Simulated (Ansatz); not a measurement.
**Carrier properties of ZnS (F-43m)**

Input:

```
CELL_PARAMETERS angstrom
      0.00000     2.67351     2.67351
      2.67351     0.00000     2.67351
      2.67351     2.67351     0.00000
ATOMIC_POSITIONS crystal
  Zn 0.00000 0.00000 0.00000
  S  0.25000 0.25000 0.25000
```

These are r2SCAN with spin-orbit coupling, rigid bands (plane waves, PAW; Ansatz, an electronic-structure program) values and carry that method's errors. Condition of this run: hydrostatic pressure 2 GPa (the target of the relaxation). Geometry: cell and atoms relaxed with r2SCAN, then loaded as said.

```yaml
band_gap: 2.79 eV
electron conductivity mass (300 K, dilute): 0.21 mₑ
hole conductivity mass (300 K, dilute): 0.84 mₑ
effective density of states N_c (300 K): 2.3e18 cm⁻³
effective density of states N_v (300 K): 5.2e19 cm⁻³
density_of_states_mass_electrons: 0.20 mₑ
density_of_states_mass_holes: 1.62 mₑ
Seebeck coefficient, n-type 1e19 cm⁻³, 300 K: -118 μV/K
Seebeck coefficient, p-type 1e19 cm⁻³, 300 K: 385 μV/K
best p-type power factor at 300 K for τ = 10 fs (best axis; densities from 1e16 to 1e21 cm⁻³ tried, whether or not they can be reached): 16.9 μW/(cm·K²) at 3e20 cm⁻³
```

Rigid bands; masses and Seebeck coefficients take one relaxation time τ for all states and one kind of carrier; polarons and phonon drag are left out.
